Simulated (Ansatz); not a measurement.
Take SiO$_{2}$ in the rutile structure (space group P4_2/mnm, No. 136; a = 4.236 Å, c = 2.690 Å) as the base.

Structures relaxed with PBE (Ansatz, an electronic-structure program, PAW, without spin-orbit coupling).

Base:

Simulated powder pattern, Cu Kα1, λ = 1.54056 Å (kinematic, ideal powder, no thermal factors, no anomalous dispersion; the 14 strongest lines at most, above 2 %, up to 2θ = 90°):

```
2θ (°)  I/Imax (%)    hkl
------  ----------  -----
29.80          100  (110)
39.65           24  (101)
45.27           40  (111)
47.98           16  (210)
59.64           60  (211)
61.90           20  (220)
69.86           11  (002)
70.20          6.3  (310)
76.06           29  (301)
77.76           11  (112)
79.93          2.2  (311)
89.22          3.0  (212)
```

The change: cell and atoms relaxed at a pressure of 2.1 GPa.

Question: Predict the new powder pattern.

Answer: 
Simulated powder pattern, Cu Kα1, λ = 1.54056 Å (kinematic, ideal powder, no thermal factors, no anomalous dispersion; the 14 strongest lines at most, above 2 %, up to 2θ = 90°):

```tsv
2θ (°)	d (Å)	I/Imax (%)	hkl
29.90	2.986	100	(110)
39.73	2.267	24	(101)
45.37	1.997	41	(111)
48.15	1.888	16	(210)
59.81	1.545	60	(211)
62.13	1.493	20	(220)
69.97	1.343	11	(002)
70.47	1.335	6.4	(310)
76.32	1.247	28	(301)
77.91	1.225	11	(112)
80.21	1.196	2.3	(311)
89.44	1.095	3.0	(212)
```

The indices refer to the base's conventional cell; one index is shown for lines that coincide.

Load acts through the strain it causes; cell and atoms are relaxed under it. Stability against distortions was not tested.
